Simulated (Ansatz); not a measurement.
Start from Na3Sb (space group P6_3/mmc, No. 194; a = 5.3122 Å, c = 9.4529 Å). Axes: x lies along a and z along c of the hexagonal cell.

Computed with PBEsol (Ansatz, a first-principles code), spin-orbit coupling left out.

For the base:

* **Band gap**: 0.43 eV
* **Electron mass**: 0.076 mₑ along c, 0.061 mₑ across (at Γ)

Perturbation: a pure shear with ε_xz = ε_zx = 0.0080, atoms relaxed at fixed cell.

Task: What does the calculation give for the band gap after the change?

Result: The band gap stays 0.43 eV.

Task: How does this affect the stress?

Result: The stress (xx, yy, zz, yz, xz, xy; compression positive) amounts to (0.01, 0.01, 0.00, 0.00, -0.14, 0.00) GPa.

Task: Estimate the effect on the electron mass.

Result: The electron mass changes from 0.076 mₑ along c, 0.061 mₑ across (at Γ) to 0.076 mₑ along z, 0.061 mₑ across (at Γ).

Spin-orbit coupling, missing from the scalar runs, can matter with Sb. The cells carry an imposed strain or load. Masses are band curvatures over ±0.01 Å⁻¹ around the edge. Stability against distortions was not tested.
